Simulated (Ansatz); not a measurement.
Start from LiH in the rock salt structure (space group Fm-3m, No. 225).

```
CELL_PARAMETERS angstrom
      0.00000     2.00271     2.00271
      2.00271     0.00000     2.00271
      2.00271     2.00271     0.00000
ATOMIC_POSITIONS crystal
  H  0.00000 0.00000 0.00000
  Li 0.50000 0.50000 0.50000
```

Calculations: r2SCAN in Ansatz (plane waves to 500 eV, PAW, scalar-relativistic without spin-orbit coupling).

Before the change:

| Item | Result |
|---|---|
| Electron mass | 0.13 mₑ along k, 0.98 mₑ across (at X) |
| Pressure | 0.00 GPa |

It is then changed as follows: an isotropic linear strain of +3.85 %; the atoms relax in the strained cell.

**Question.** Predict the new electron mass.

**Answer.** The electron mass changes from 0.13 mₑ along k, 0.98 mₑ across (at X) to 0.14 mₑ along k, 0.98 mₑ across (at X).

**Question.** How does this affect the pressure?

**Answer.** The pressure goes from zero to -3.39 GPa.

The levels and masses belong to the bands next to the band gap. Effective masses come from finite differences of ±0.01 Å⁻¹. Along k means along the line from Γ to the band edge. Stability against distortions was not tested.

Ansatz is an electronic-structure program.
